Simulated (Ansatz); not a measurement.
The starting structures come from a database of crystals and need not be the phases stable at ambient conditions.

Consider the following.

```xyz
3
Lattice="3.0579 0.0000 0.0000 -1.5289 2.6482 0.0000 1.5289 0.8827 2.4968" Properties=species:S:1:pos:R:3 pbc="T T T"
Be     1.5289     0.8827     0.6242
Be     1.5289     2.6482     1.8726
C      0.0000     0.0000     0.0000
```

Space group of this cell: Fm-3m. The cell is taken as given; by PBEsol its mean pressure is -1.9 GPa.

Transport runs along the normal of the first two printed cell vectors, the (111) plane of the conventional cell.

The gap is the functional's own, uncorrected, and κ follows it; spin-orbit coupling is left out. Mid-gap values are interpolated between the computed energies.

Problem. Predict the band gap and the smallest decay constant κ at mid-gap from PBEsol in Ansatz (a first-principles code).

Solution. Gap 1.07 eV on a 14×14×14 mesh; κ = 0.131 1/Å, at the zone centre.
